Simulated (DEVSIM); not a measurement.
System: Si p-n junction from an implanted or diffused profile, at 300 K.

Layer 1 from the left is Si, thickness (μm) 11.0, Nd (cm⁻³) 2.2e15, τn (s) 0.00066, τp (s) 0.00066.

Added acceptor profile: 6.1e18 cm⁻³ × exp(−(x − 0 μm)²/(2·(0.21 μm)²)). Left contact: ohmic. Right contact: ohmic. Voltage is applied to the left contact. Recombination: SRH at mid-gap, Auger. Mobility is μmin + (μ − μmin)/(1 + (N/Nref)^α).

Constants are typed, rounded textbook-type inputs, not results; the design itself was drawn at random and stands for no fabricated device. Values at 300 K.

Si: gap (eV) 1.124, affinity (eV) 4.05, permittivity 11.7, Nc (cm⁻³) 2.86e19, Nv (cm⁻³) 3.1e19, μn (cm²/Vs) 1417, μp (cm²/Vs) 470, μn,min 52, μp,min 45, Nref,n 9.7e16, Nref,p 2.2e17, αn 0.68, αp 0.72, Cn (cm⁶/s) 2.8e-31, Cp (cm⁶/s) 9.9e-32.

DEVSIM, 1D drift-diffusion, Boltzmann statistics, complete ionisation; no tunnelling, impact ionisation, image-force lowering or self-heating.

Task: What does the simulation give for the dark forward voltage at 100 A/cm², the potential step across the device at zero bias?

Result: dark forward voltage at 100 A/cm² 0.770 V; potential step across the device at zero bias 0.837 V.
